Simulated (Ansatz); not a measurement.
Input:

End structure of the (0001) surface of wurtzite ZnO, Zn-terminated, F on every top atom (bottom of the slab: 2 H on 4 bottom sites):

```
CELL_PARAMETERS angstrom
      6.55898     0.00000     0.00000
     -3.27949     5.68024     0.00000
      0.00000     0.00000    30.50000
ATOMIC_POSITIONS crystal
  O  0.33508 0.16492 0.30425
  O  0.83641 0.16359 0.30350
  O  0.33641 0.66359 0.30350
  O  0.83508 0.66492 0.30425
  Zn 0.15642 0.34358 0.32382
  Zn 0.67985 0.32015 0.32567
  Zn 0.17985 0.82015 0.32567
  Zn 0.65642 0.84358 0.32382
  O  0.16667 0.33333 0.39026
  O  0.66667 0.33333 0.39026
  O  0.16667 0.83333 0.39026
  O  0.66667 0.83333 0.39026
  Zn 0.33333 0.16667 0.41125
  Zn 0.83333 0.16667 0.41125
  Zn 0.33333 0.66667 0.41125
  Zn 0.83333 0.66667 0.41125
  O  0.33358 0.16642 0.47663
  O  0.83313 0.16687 0.47674
  O  0.33313 0.66687 0.47674
  O  0.83358 0.66642 0.47663
  Zn 0.16667 0.33333 0.49823
  Zn 0.66670 0.33330 0.49846
  Zn 0.16670 0.83330 0.49846
  Zn 0.66667 0.83333 0.49823
  O  0.16672 0.33328 0.56352
  O  0.66663 0.33337 0.56366
  O  0.16663 0.83337 0.56366
  O  0.66672 0.83328 0.56352
  Zn 0.33326 0.16674 0.58592
  Zn 0.83342 0.16658 0.58584
  Zn 0.33342 0.66658 0.58584
  Zn 0.83326 0.66674 0.58592
  O  0.33331 0.16669 0.65037
  O  0.83336 0.16664 0.65030
  O  0.33336 0.66664 0.65030
  O  0.83331 0.66669 0.65037
  Zn 0.16663 0.33337 0.67536
  Zn 0.66670 0.33330 0.67536
  Zn 0.16670 0.83330 0.67536
  Zn 0.66663 0.83337 0.67536
  H  0.33661 0.16339 0.27238
  H  0.83661 0.66339 0.27238
  F  0.16640 0.33360 0.73490
  F  0.66692 0.33308 0.73490
  F  0.16692 0.83308 0.73490
  F  0.66640 0.83360 0.73490
```

Model: 46-atom slab, 14.0 Å thick at the start with caps and adatoms, 4x4x1 mesh, Fermi-Dirac 0.025 eV, dipole correction, 8 atoms held, the rest relaxed; symmetry of the start imposed; no spin (no spin-polarised run to compare, though such a face may carry moments), no spin-orbit, no U. The slab shows no gap on its mesh. It is one candidate, not shown to be the stable structure of the face.

Predict the work function of the top face from Ansatz (an electronic-structure program) with PBE.

10.93 eV
